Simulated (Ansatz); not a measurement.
What biaxial strain +3.68 %, plane normal [001], relaxed out of plane does to hypothetical zinc blende BiSb

Consider BiSb in the zinc blende structure (space group F-43m, No. 216; a = 7.091 Å; a hypothetical phase, not in the database extracts checked; relaxed with 0.1 eV smearing). Axes: x, y, z lie along the cube axes.

Modification: tensile biaxial strain of 3.68 % in the plane normal to [001], as in epitaxy on a mismatched substrate; the out-of-plane cell vector and the atoms relax.

Level of theory: r2SCAN (Ansatz, a program for electronic structure), spin-orbit coupling left out. Settings: 14×14×14 k-points, 0.1 eV Fermi–Dirac smearing.

The volume per atom decreases by 1.19 Å³ (44.57 Å³ → 43.38 Å³) and the shortest interatomic distance shrinks by 0.016 Å, from 3.071 Å to 3.055 Å. The energy shrinks by 5.3 meV/atom and the pressure (mean of the normal stresses, compression positive) goes from zero to 0.3 GPa. The band gap stays zero and the out-of-plane strain is -9.47 %. The ratio −ε⊥/ε∥ amounts to 2.57 and the mean in-plane stress (compression positive) amounts to +0.5 GPa.

Final structure (turned so that z lies along the plane normal):

```yaml
crystal:
  lattice:
    - [5.19884, 0.00000, 0.00000]
    - [0.00000, 5.19884, 0.00000]
    - [2.59942, -2.59942, 3.21005]
  atoms:
    - { symbol: Sb, position: [0.25000, 0.25000, 0.50000] }
    - { symbol: Bi, position: [0.00000, 0.00000, 0.00000] }
```

Stability against distortions was not tested. All final runs are without spin polarisation. Under biaxial strain +3.68 %, plane normal [001], relaxed out of plane the cell ends below the base's energy or with stress of the wrong sign: the atoms slid into a distortion or the cell is elastically unstable, so the base is not a stable minimum at this level.
